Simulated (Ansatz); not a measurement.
Structures of equal composition on the (111) surface of germanium (Ge plane on top): (√3x√3)R30° Bi adatom at H3; (√3x√3)R30° Bi adatom at T4. The slabs share one bottom face, and each structure is named by its start. These are constructed structures in small cells; real faces may alloy, dewet or reconstruct in larger ones, and not all known structures of the face are among them. Slabs of about 13 Å, Fermi-Dirac smearing of 0.025 eV. Bottom of the slabs: H caps. Relaxed from the named starts with such symmetry as they have, on meshes of like density; energies extrapolated to zero smearing; spin only where a row says so; no spin-orbit coupling, no U. Brackets mark spin-polarised runs, whose order is one that fits the cell. Where a second, spin-polarised start was run, the lower counts.

Method: r2SCAN, at the PBE geometry (plane waves to 500 eV, PAW; Ansatz, a program for electronic structure).

### Question
Order them by energy per 1x1 cell (lowest first) at the level r2SCAN, at the PBE geometry.

### Answer
(√3x√3)R30° Bi adatom at T4 (0.000 eV, a narrow gap of 0.06 eV by band count), (√3x√3)R30° Bi adatom at H3 (0.142 eV, a narrow gap of 0.13 eV by band count)
